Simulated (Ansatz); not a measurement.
Cd₂TeSe (P-4m2, No. 115, 4 atoms in the cell; start mp-1226952), treated with LDA (Ansatz, a quantum-chemistry and plane-wave program, PAW).

Settings: plane-wave cutoff 520 eV, 8×8×6 k mesh (along the axes of the cell as run), Fermi–Dirac smearing 0.01 eV, scalar-relativistic PAW data made under PBE.

Cell (relaxed at this level):

Cd$_{2}$SeTe is modelled in the tetragonal space group P-4m2 (No. 115), Pearson symbol tP4. Conventional cell: a = b = 4.3963 Å, c = 6.1922 Å, α = β = γ = 90.00°. Cd on 2g has 2 Se at 2.627 Å and 2 Te at 2.753 Å (tetrahedral). Te on 1d is surrounded by 4 Cd at 2.753 Å (tetrahedral). Se on 1b is surrounded by 4 Cd at 2.627 Å (tetrahedral). (Neighbours: up to the widest gap in distance over summed covalent radii, below 1.35, at either atom; cation-cation and far metal-metal contacts left out.)

**Question.** What does this level give for the band gap?

**Answer.** 
- band gap = 0.34 eV

Spin–orbit coupling is not included; with these elements it can move the gap by several tenths of an eV or more.

The computed numbers hold no vibrational or temperature effects.

It cost very roughly 70 core-seconds of CPU time.

A start named mp-… is a Materials Project structure, which need not be a measured phase.
